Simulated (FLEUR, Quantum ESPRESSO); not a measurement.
A Quantum ESPRESSO input for a self-consistent single point of PNO (I2_12_12_1, 6 atoms in the cell) (DFT, LDA (PZ), plane waves, GBRV 1.5 ultrasoft (LDA) pseudopotentials):

```fortran
&control
   calculation = 'scf'
   prefix = 'pwscf'
   outdir = './tmp/'
   pseudo_dir = './'
   tprnfor = .true.
   tstress = .true.
/
&system
   ibrav = 11
   celldm(1) = 8.40468922
   celldm(2) = 1.0740988900
   celldm(3) = 1.5748757187
   nat = 6
   ntyp = 3
   ecutwfc = 40
   ecutrho = 200
   occupations = 'fixed'
   nbnd = 22
/
&electrons
   conv_thr = 1.0d-8
   mixing_beta = 0.3
/
ATOMIC_SPECIES
P     30.9738  p_lda_v1.5.uspp.F.UPF
N     14.0070  n_lda_v1.2.uspp.F.UPF
O     15.9990  o_lda_v1.2.uspp.F.UPF
ATOMIC_POSITIONS angstrom
P    -2.22378500   -1.19428250    2.52738683
P     0.00000000   -1.19428250    4.47698317
N    -0.63173284    0.00000000    5.25327750
N    -1.59205216    0.00000000    1.75109250
O    -1.11189250   -1.78129623    3.50218500
O    -1.11189250   -2.99583377    0.00000000
K_POINTS automatic
5 5 5  0 0 0
```

Problem. Give the FLEUR input for the same structure, mesh, smearing and functional.

Solution. One input that does it (others would too):

Input of the input generator:

```
PNO
&input film=f /
-0.4645427029 0.4989648015 0.7315970230
0.4645427029 -0.4989648015 0.7315970230
0.4645427029 0.4989648015 -0.7315970230
9.0461965803
1.0 1.0 1.0

6
15 0.6108300000 0.8608300000 0.7500000000
15 0.8891700000 0.6391700000 0.2500000000
7 0.7500000000 0.8920400000 0.1420400000
7 0.2500000000 0.6079600000 0.3579600000
8 0.8728800000 0.7500000000 0.6228800000
8 0.6271200000 0.2500000000 0.8771200000

&comp jspins=1 /
&exco xctyp='pz' /
&kpt div1=5 div2=5 div3=5 /
&end /
```

```xml
<?xml version="1.0" encoding="UTF-8" standalone="no"?>
<fleurInput fleurInputVersion="0.39">
   <comment>
      PNO                                                                                                 
   </comment>
   <calculationSetup>
      <cutoffs Kmax="4.7" Gmax="16.4" GmaxXC="16.4" numbands="0"/>
      <scfLoop itmax="80" minDistance="0.00001" maxIterBroyd="99" imix="Anderson" alpha="0.05" precondParam="0.0" spinf="2.0"/>
      <coreElectrons ctail="T" frcor="F" kcrel="0" coretail_lmax="0"/>
      <xcFunctional name="pz" relativisticCorrections="F"/>
      <magnetism jspins="1"/>
      <soc l_soc="F" theta="0.0" phi="0.0" spav="F"/>
      <expertModes spex="0" secvar="F"/>
      <geometryOptimization l_f="T" forcealpha="1.0" forcemix="BFGS" epsdisp="0.00001" epsforce="0.00001"/>
      <ldaU l_linMix="F" mixParam="0.05" spinf="1.0"/>
   </calculationSetup>
   <cell>
      <bzIntegration valenceElectrons="32.0" mode="hist" fermiSmearingEnergy="0.0001">
         <kPointListSelection listName="default-1"/>
         <!-- k-points included here -->
         <xi:include xmlns:xi="http://www.w3.org/2001/XInclude" href="kpts.xml"> </xi:include>
      </bzIntegration>
      <!-- symmetry operations included here -->
      <xi:include xmlns:xi="http://www.w3.org/2001/XInclude" href="sym.xml"> </xi:include>
      <bulkLattice scale="1.0">
         <bravaisMatrix>
            <row-1>   -4.2023446103772990     4.5137336810193682     6.6181704876202598</row-1>
            <row-2>    4.2023446103772990    -4.5137336810193682     6.6181704876202598</row-2>
            <row-3>    4.2023446103772990     4.5137336810193682    -6.6181704876202598</row-3>
         </bravaisMatrix>
      </bulkLattice>
   </cell>
   <atomSpecies>
      <species name="Phosphorous (P)" element="P" atomicNumber="15">
         <mtSphere radius="1.47" gridPoints="509" logIncrement="0.022"/>
         <atomicCutoffs lmax="6" lnonsphr="4"/>
         <electronConfig flipSpins="F">
            <coreConfig>(1s1/2) (2s1/2) (2p1/2) (2p3/2)</coreConfig>
            <valenceConfig>(3s1/2) (3p1/2) (3p3/2)</valenceConfig>
            <stateOccupation state="(3p1/2)" spinUp="0.5" spinDown="0.5"/>
            <stateOccupation state="(3p3/2)" spinUp="1.0" spinDown="1.0"/>
         </electronConfig>
         <energyParameters s="3" p="3" d="3" f="4"/>
      </species>
      <species name="Nitrogen (N)" element="N" atomicNumber="7">
         <mtSphere radius="1.27" gridPoints="441" logIncrement="0.023"/>
         <atomicCutoffs lmax="6" lnonsphr="4"/>
         <electronConfig flipSpins="F">
            <coreConfig>(1s1/2)</coreConfig>
            <valenceConfig>(2s1/2) (2p1/2) (2p3/2)</valenceConfig>
            <stateOccupation state="(2p1/2)" spinUp="0.5" spinDown="0.5"/>
            <stateOccupation state="(2p3/2)" spinUp="1.0" spinDown="1.0"/>
         </electronConfig>
         <energyParameters s="2" p="2" d="3" f="4"/>
      </species>
      <species name="Oxygen (O)" element="O" atomicNumber="8">
         <mtSphere radius="1.33" gridPoints="461" logIncrement="0.023"/>
         <atomicCutoffs lmax="6" lnonsphr="4"/>
         <electronConfig flipSpins="F">
            <coreConfig>(1s1/2)</coreConfig>
            <valenceConfig>(2s1/2) (2p1/2) (2p3/2)</valenceConfig>
            <stateOccupation state="(2p1/2)" spinUp="0.6666666666667" spinDown="0.6666666666667"/>
            <stateOccupation state="(2p3/2)" spinUp="1.3333333333333" spinDown="1.3333333333333"/>
         </electronConfig>
         <energyParameters s="2" p="2" d="3" f="4"/>
      </species>
   </atomSpecies>
   <atomGroups>
      <atomGroup species="Phosphorous (P)">
         <relPos label="                   1">-.3891700000 -.1391700000 -1.000/4.000</relPos>
         <relPos label="                   2">-.1108300000 -.3608300000 1.000/4.000</relPos>
         <force calculate="T" relaxXYZ="TTT"/>
      </atomGroup>
      <atomGroup species="Nitrogen (N)">
         <relPos label="                   3">-1.000/4.000 -.1079600000 .1420400000</relPos>
         <relPos label="                   4">1.000/4.000 -.3920400000 .3579600000</relPos>
         <force calculate="T" relaxXYZ="TTT"/>
      </atomGroup>
      <atomGroup species="Oxygen (O)">
         <relPos label="                   5">-.1271200000 -1.000/4.000 -.3771200000</relPos>
         <relPos label="                   6">-.3728800000 1.000/4.000 -.1228800000</relPos>
         <force calculate="T" relaxXYZ="TTT"/>
      </atomGroup>
   </atomGroups>
   <output dos="F" band="F" slice="F">
      <checks vchk="F" cdinf="F"/>
      <bandDOS minEnergy="-.5*Htr" maxEnergy="0.5*Htr" sigma="0.015" storeEVData="T"/>
      <vacuumDOS vacdos="F" integ="F" star="F" nstars="0" locx1="0.0" locy1="0.0" locx2="0.0" locy2="0.0" nstm="0" tworkf="0.0"/>
      <unfoldingBand unfoldBand="F" supercellX="1" supercellY="1" supercellZ="1"/>
      <plotting iplot="0" polar="F">
         <plot TwoD="T" vec1="  1.0  0.0  0.0" vec2="  0.0  1.0  0.0" vec3="  0.0  0.0  1.0" zero="  0.0  0.0  0.0" file="plot"/>
      </plotting>
      <chargeDensitySlicing numkpt="0" minEigenval="0.0" maxEigenval="0.0" nnne="0" pallst="F"/>
      <specialOutput eonly="F"/>
      <magneticCircularDichroism mcd="F" energyLo="-10.0" energyUp="0.0"/>
   </output>
  <!-- We include the file relax.xml here to enable relaxations (see documentation) -->
  <xi:include xmlns:xi="http://www.w3.org/2001/XInclude" href="relax.xml"> <xi:fallback/> </xi:include>
</fleurInput>
```

Basis, cutoffs, solver keys and any potentials are the target program's own. This input uses DFT, LDA (Perdew-Zunger), all-electron FLAPW (FLEUR), scalar-relativistic valence. LDA parametrisations can differ slightly between programs.

The starting cell comes from a database of computed structures (which also holds hypothetical and non-ambient phases and stackings), without a prior relaxation at this level.
